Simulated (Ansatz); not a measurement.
Base system: WTe2 (space group Fm-3m, No. 225; a = 6.569 Å; a hypothetical phase, not in the database extracts checked).

Now apply this change: full substitution Te → Sn, then cell and atoms are relaxed.

Levels (all Ansatz, a quantum-chemistry and plane-wave program, PAW, earlier PAW set): PBEsol (420 eV, scalar-relativistic without spin-orbit coupling); PBEsol+SOC (420 eV, spin-orbit coupling included).

The geometry is relaxed with PBEsol.

```
Property           Value
---------------  -------
PBEsol pressure  0.0 GPa
```

Question: What does PBEsol+SOC give at this geometry for the pressure?

Answer: The pressure goes from zero to 0.3 GPa.

Single points use the geometry relaxed with PBEsol. Differences between runs with and without spin-orbit coupling are approximate. No phonon test of stability was made. As relaxed here, Sn2W is a hypothetical phase, not in the database extracts checked. The runs without spin-orbit coupling are not spin-polarised. Sn2W and WTe2 have a high density of states at the Fermi level and may be magnetic at this level.
